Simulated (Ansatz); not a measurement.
For Au (P6₃/mmc, No. 194, 2 atoms in the cell; start COD 1545302; another form than the element's usual one), LDA in Ansatz (plane waves, PAW) gives:

| Quantity | Value |
|---|---|
| lattice constant a | 2.838 Å |
| lattice parameter c | 4.756 Å |
| bulk modulus | 192 GPa |
| cohesive energy | 4.32 eV/atom |

**Question.** What does r²SCAN (Ansatz, an electronic-structure program, PAW) give for the same quantities?

**Answer.** 
- lattice constant a: 2.895 Å (increases by 2.0 %)
- lattice parameter c: 4.843 Å (increases by 1.8 %)
- bulk modulus: 151 GPa (shrinks by 21 %)
- cohesive energy: 3.42 eV/atom (shrinks by 0.90 eV/atom)

Changes are worked out from the printed values.

Unless a cell is named, each level is at its own relaxed cell (LDA 16.59, r²SCAN 17.58 Å³/atom).

Levels without +SOC leave out spin–orbit coupling, which shifts energies and cells of such heavy elements.

Caveats: the bulk modulus is −V dP/dV from two relaxed cells at ±2 % in volume (LDA, r²SCAN); the relaxation could not lower the start's symmetry, so the cell can be a saddle point above a distorted one (LDA, r²SCAN). Ansatz's density-functional and Hartree–Fock values are scalar-relativistic unless marked +SOC, with PAW data made under PBE.
